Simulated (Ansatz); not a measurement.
**Fe2Si (I4/mmm, No. 139, 3 atoms in the cell; start mp-1225177)**

All values below come from r²SCAN in Ansatz (PAW).

Numerical settings: plane-wave cutoff 500 eV, 20×20×20 k mesh, Fermi–Dirac smearing 0.05 eV, spin-polarised start, scalar-relativistic PAW data made under PBE.

Cell (relaxed at this level):

```xyz
3
Lattice="-1.5103 1.5103 3.8018 1.5103 -1.5103 3.8018 1.5103 1.5103 -3.8018" Properties=species:S:1:pos:R:3 pbc="T T T"
Fe     0.0000     0.0000     2.5433
Fe     0.0000     0.0000     5.0604
Si     0.0000     0.0000     0.0000
```

band gap: zero (no gap)

Note: the magnetic order was assumed, not searched for or taken from measurement; a magnet's gap depends somewhat on the PAW data; the relaxation could not lower the start's symmetry, so the cell can be a saddle point above a distorted one.

Computed values are for the static lattice.

The result took about 40 core-minutes (a rough figure).

A start named mp-… is a Materials Project structure, which need not be a measured phase.

Ansatz is a first-principles code.
